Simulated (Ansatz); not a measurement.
Functionals compared on OH on the (0001) surface of wurtzite GaN (2x2 N adatom at H3; a constructed slab, bottom: 3 H on 4 bottom sites), one in a cell of 36 Å², started at the site 'over Ga at depth 1.1 Å #2', in Ansatz (plane waves, PAW). The structure was relaxed with PBE; the other rows are single points on it, each with its references at the same level. Cutoff 420 eV (500 eV for r2SCAN). The points keep PBE's geometry, so the relaxation of a polaron and the settling of charge on one site are left out.

Host crystal: wurtzite GaN, with a band gap (PBE, scalar-relativistic without spin-orbit coupling).

Model: 46-atom slab, 13.4 Å thick at the start with caps and adatoms under the adsorbate (thin: gaps and levels are the slab's own), 4x4x1 mesh, Fermi-Dirac 0.01 eV, dipole correction, 23 atoms held, the rest relaxed; no symmetry held; spin-polarised, ending with about 1.0 μB a cell; orders that need a larger cell were not tried, no spin-orbit, no U, no dispersion correction. At the end it is bonded to Ga. In PBE it is, or lies within 0.03 eV of, the lowest of the starts that converged. These notes are the PBE run's. r2SCAN: The program's check for a lower electronic state was not made. Adsorption energies are against H2O(g) − ½ H2(g). A negative adsorption energy means that the adsorbate is more stable on the surface than in its reference.

| functional | adsorption energy (eV) | gap of the slab on its k-mesh (eV) | highest filled level below the top vacuum level (eV) | magnetic moment of the cell (μB) |
|---|---|---|---|---|
| PBE | -0.35 | 1.00 | 6.25 | 1.00 |
| RPBE | ? | ? | ? | 1.00 |
| r2SCAN | -0.78 | 1.70 | 6.40 | 1.00 |

Question: Fill in the missing entries.

Answer: 
- RPBE, adsorption energy (eV): -0.27
- RPBE, gap of the slab on its k-mesh (eV): 1.05
- RPBE, highest filled level below the top vacuum level (eV): 6.14

Ansatz is an electronic-structure program.
